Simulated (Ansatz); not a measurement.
PtSe2: energy against strain

PtSe2 (1T layered, P-3m1, 18.701 Å³/atom and stress up to 0.01 GPa in the relaxed cell, c along z) under a strain ε along a direction in the basal plane (axis x), the other axes held. PBEsol-D3(BJ) in Ansatz, a plane-wave DFT program (PAW, default set), 420 eV, 18×18×13 Γ-centred mesh, Fermi-Dirac smearing 0.10 eV; ions are relaxed, or left where forces stay under 0.02 eV/Å, within the symmetry of each cell. Against the start cell, which lies near the measured one, the relaxed cell differs by -8.3 % in volume and -8.8 % in c; the values below rest on it.

Here s stands for strain and y for E less E0.

| strain (%) | E less E0 (meV/atom) |
|---|---|
| -1.00 | 1.30 |
| -0.50 | 0.32 |
| 0.00 | 0.00 |
| 0.50 | 0.32 |
| 1.00 | 1.26 |
| 2.00 | ? |

Fit y of the 5 rows that show it with a parabola. Least squares gives y = 0.000 - 0.0160·s + 1.2800·s². Residuals (row less fit): 0.004, -0.008, 0.000, 0.008, -0.004; standard error 0.009 (degrees of freedom: 2). Twice the quadratic coefficient over the volume, 2 × 1.2800 meV × 10⁴ × 0.1602 / 18.701 Å³, is the elastic constant C11 = 219 ± 2 GPa (± standard error of the fit, which holds the terms cut off).

Q: What does the fit predict for y at s = 2.00, and how far is the calculated value from it?

A: y = 0.000 - 0.0160 × 2.0 + 1.2800 × 2.0² = 5.088 meV/atom. The calculation gives 4.99 meV/atom, 0.098 meV/atom below the prediction (2.0 % of the range of y in the table). The row lies outside the fitted rows, so this is an extrapolation. From the scatter of the fitted rows alone, a prediction at this place has a standard error of 0.037 meV/atom, so the miss is 2.6 times that.

A polynomial of degree 3 through the 7 other runs of the series gives 5.00 there, so most of the miss is curvature that the fit leaves out. This level leaves no gap over 0.05 eV at strain -1.00, -0.50, 0.00, 0.50, 1.00, 2.00 %. Spin-orbit coupling is left out, which can shift these values for the heavy elements here. Rows are the converged runs of the series near zero and its far end; series whose fitted rows scatter by over a few per cent of the range, as at a crossing or softening among them, aren't shown in this form, nor equations of state whose B0' disagrees with the runs' pressures. Most that stay on the fit to the last digits aren't either.
